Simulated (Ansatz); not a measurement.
Consider MoSi$_{2}$ (space group I4/mmm, No. 139; a = 3.174 Å, c = 7.779 Å; relaxed with 0.1 eV smearing). Axes: x, y, z lie along a, b, c of the conventional cell.

All numbers come from LDA (Ansatz, an electronic-structure program), without spin-orbit coupling.

Before the change:

| Property | Result |
|---|---|
| Shortest interatomic distance | 2.564 Å |

Perturbation: biaxial strain +1.50 %, plane normal [001], relaxed out of plane (Cartesian); in-plane vectors clamped, the third vector and the atoms free.

Question: How does this affect the out-of-plane strain, in-plane stress and shortest interatomic distance?

Answer: The out-of-plane strain is -0.53 %; the mean in-plane stress (compression positive) is -7.2 GPa; the shortest interatomic distance decreases by 0.017 Å to 2.547 Å.

Stability against distortions was not tested. The final runs are not spin-polarised.
